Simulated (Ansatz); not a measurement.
**NbN, alloy series**

Take NbN in the rock salt structure (space group Fm-3m, No. 225) as the base.

```xyz
2
Lattice="0.0000 2.2106 2.2106 2.2106 0.0000 2.2106 2.2106 2.2106 0.0000" Properties=species:S:1:pos:R:3 pbc="T T T"
N      0.0000     0.0000     0.0000
Nb     2.2106     2.2106     2.2106
```

The other end (x = 1) is YN in the rock salt structure (space group Fm-3m, No. 225): 14.76 Å³/atom, gap 0.21 eV.

Y replaces a fraction x of Nb; each row is one arrangement (x, atoms in the cell, starting space group or random), fully relaxed.

Method: PBE/PAW in Ansatz (a program for electronic structure), no spin-orbit coupling.

```csv
Y fraction x,volume per atom (Å³/atom)
0,10.803
"0.25 (R-3m, 8 atoms)",?
"0.333 (Immm, 6 atoms)",11.849
"0.333 (I4/mmm, 6 atoms)",11.980
"0.75 (I4/mmm, 8 atoms)",13.459
1,14.759
```

### Question
Fit V(x) = (1 − x) V(0) + x V(1) − b x(1 − x) with the ends held (b = 0 is Vegard's rule) to the rows shown and predict the withheld row.

### Answer
Least squares on the printed values gives b = 1.12 Å³/atom, against 11.792 Å³/atom from the straight line alone (largest residual 0.108 Å³/atom); this predicts 11.582 Å³/atom, and the run gives 11.545 Å³/atom, 0.037 lower.

Each cell is one ordered arrangement of few atoms, which overstates ordering effects compared with a random alloy. No phonon test of stability was made. All final runs are without spin polarisation. The zero or small gap of YN can change with the level of theory.
